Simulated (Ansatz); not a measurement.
1T (CdI2-type) MgI₂

All values below come from LDA (Ansatz, a first-principles code, PAW).

Numerical settings: plane-wave cutoff 520 eV, 12×12×6 k mesh (along the axes of the cell as run), scalar-relativistic PAW data made under PBE.

Cell: measured lattice: a = b = 4.1537 Å, c = 6.8620 Å, α = β = 90.00°, γ = 120.00°.

* **elastic constant C11**: 41.6 GPa
* **elastic constant C12**: 10.9 GPa
* **elastic constant C13**: 2.56 GPa
* **elastic constant C33**: 9.80 GPa
* **elastic constant C44**: 3.40 GPa
* **elastic constant C66**: 15.4 GPa
* **Voigt–Reuss–Hill bulk modulus**: 11.0 GPa
* **Voigt–Reuss–Hill shear modulus (Hill average)**: 7.61 GPa
* **Young modulus**: 18.5 GPa
* **Poisson ratio**: 0.219

Note: the cell isn't this level's own, so it is under some stress, which shifts stiffness and frequencies.

Elastic constants are with the ions relaxed.

Spin–orbit coupling is not included.

Computing time: about 8 core-minutes (a rough figure).
